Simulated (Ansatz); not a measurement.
## Si3N4: response to strain

The parent structure is Si3N4 (space group P6_3/m, No. 176; a = 7.625 Å, c = 2.910 Å). Axes: x lies along a and z along c of the hexagonal cell.

Strains are applied to the cell and any free atomic positions relax; under biaxial strain the out-of-plane vector relaxes too; under stress the whole cell relaxes.

All numbers come from plane-wave PAW DFT at the PBEsol level (Ansatz, an electronic-structure program, 420 eV), without spin-orbit coupling.

```tsv
change	band gap	width of the top valence band	volume per atom
base	4.19 eV	1.38 eV	10.47 Å³
biaxial strain +0.77 %, plane normal [001], relaxed out of plane	4.32 eV	1.35 eV	10.59 Å³
biaxial strain +1.59 %, plane normal [001], relaxed out of plane	4.24 eV	1.32 eV	10.73 Å³
uniaxial strain ε_yy = +2.43 %	4.28 eV	–	10.72 Å³
uniaxial stress, 8 GPa tension along z	3.82 eV	1.34 eV	10.58 Å³
```

Stability under load was not tested beyond the relaxation.
